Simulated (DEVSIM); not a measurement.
Structure: illuminated CdTe p-on-n cell, one wavelength, at 350 K.

Layer 1 from the left is CdTe, thickness (μm) 0.270, Na (cm⁻³) 1.3e18, τn (s) 9.1e-12, τp (s) 2.9e-10, absorption coefficient (cm⁻¹) 14000. Layer 2 from the left is CdTe, thickness (μm) 1.40, Nd (cm⁻³) 5.8e15, τn (s) 4.8e-10, τp (s) 4.8e-10, absorption coefficient (cm⁻¹) 14000.

Left contact: ohmic, minority electron recombination velocity 10000 cm/s. Right contact: ohmic, minority hole recombination velocity 700 cm/s. Voltage is applied to the left contact. Recombination: SRH at mid-gap, radiative, Auger. Light enters at the left, 5.8e16 photons cm⁻² s⁻¹, one pass, no reflection. Mobility is constant in doping.

This is a model device: material constants are rounded textbook-type values typed into the input, and sizes, dopings and lifetimes were drawn at random. Values at 300 K; Nc and Nv go as T^1.5, mobilities as T to minus their exponent, the gap by Varshni's rule with the affinity fixed.

CdTe: gap (eV) 1.5, affinity (eV) 4.28, permittivity 10.2, Nc (cm⁻³) 8e17, Nv (cm⁻³) 1.8e19, μn (cm²/Vs) 1000, μp (cm²/Vs) 80, T exponent of μn 1.7, T exponent of μp 1.5, B (cm³/s) 1e-10, Cn (cm⁶/s) 1e-30, Cp (cm⁶/s) 1e-30, Varshni α (eV/K) 0.00031, Varshni β (K) 108.

DEVSIM, 1D drift-diffusion, Boltzmann statistics, complete ionisation; no tunnelling, impact ionisation, image-force lowering or self-heating.

Dark forward current:

```csv
|V| (V),|J| (A/cm²)
0.05,7.117e-8
0.10,2.251e-7
0.15,5.808e-7
0.20,1.418e-6
0.25,3.402e-6
0.30,8.112e-6
0.35,1.933e-5
0.40,4.616e-5
0.45,0.0001105
0.50,0.0002660
0.55,0.0006437
0.60,0.001571
0.65,0.003878
0.70,0.009736
0.75,0.02507
0.80,0.06706
0.85,0.1894
0.90,0.5741
0.95,1.875
1.00,6.418
1.05,21.28
1.10,62.48
1.15,160.7
1.20,383.0
1.25,891.1
1.30,2004
```

Work out the local ideality factor n = ΔV / (kT/q · ln(J2/J1)) between the rows 0.15 and 0.20 V, 0.95 and 1.00 V, 1.25 and 1.30 V.

kT/q = 30.16 mV. From 0.15 to 0.20 V: ln(1.418e-6/5.808e-7) = 0.893, n = 1.86, near the 2 of recombination in the depletion region. From 0.95 to 1.00 V: ln(6.418/1.875) = 1.230, n = 1.35. From 1.25 to 1.30 V: ln(2004/891.1) = 0.810, n = 2.05.

What current could the absorbed light give at most, and what share is collected?

Σ αd = 2.34, so qΦ(1 − exp(−Σ αd)) = 8.40 mA/cm². The simulated short-circuit current is 5.363 mA/cm², a share of 0.64.

Estimate the open-circuit voltage by superposition: the voltage at which the dark current equals that short-circuit current.

Interpolating ln J in the table gives 0.668 V. The simulation gives 0.661 V; the estimate lies 7 mV above. Superposition holds where collection doesn't change with voltage.

Estimate the fill factor from FF0 = (v − ln(v + 0.72))/(v + 1), v = qVoc/(nkT), with n from the dark curve.

The rows about Voc, 0.65 and 0.70 V, give n = 1.80, so v = 12.2 and FF0 = 0.730. The simulation gives 0.664; the estimate lies 9.9 % above.
